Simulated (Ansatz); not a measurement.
**Ta2O5 (Pbam, No. 55, 14 atoms in the cell; start mp-1104837): properties by level of theory**

```
level (code)           cohesive energy (eV/atom)  band gap (eV)
---------------------  -------------------------  -------------
LDA (Ansatz)                                8.60           2.13
PBEsol (Ansatz)                             7.85     (withheld)
r²SCAN (Ansatz)                       (withheld)           2.69
r²SCAN+rVV10 (Ansatz)                       7.52           2.68
```

**Question.** Complete the blanks.

**Answer.** 
- PBEsol (Ansatz, a program for electronic structure), band gap (eV): 2.17
- r²SCAN (Ansatz), cohesive energy (eV/atom): 7.37

Computed values are for a static lattice. Spin–orbit coupling is included only where a level's name says +SOC; with heavier elements it mostly lowers gaps and can invert bands.  Each level is taken at its own relaxed cell. Cutoffs differ between the levels. Ansatz's density-functional and Hartree–Fock values are scalar-relativistic unless marked +SOC, with PAW data made under PBE.

Caveats: the relaxation could not lower the start's symmetry, so the cell can be a saddle point above a distorted one (LDA, PBEsol, r²SCAN, r²SCAN+rVV10). Ansatz's density-functional and Hartree–Fock values are scalar-relativistic unless marked +SOC, with PAW data made under PBE.

Unless a cell is named, each level is at its own relaxed cell (LDA 11.98, PBEsol 12.28, r²SCAN 12.31, r²SCAN+rVV10 12.22 Å³/atom).

Free atoms are spin-polarised, in the lowest state found; at levels without +SOC their spin–orbit coupling is left out.

The computed numbers hold no vibrational or temperature effects.

A start named mp-… is a Materials Project structure, which need not be a measured phase.
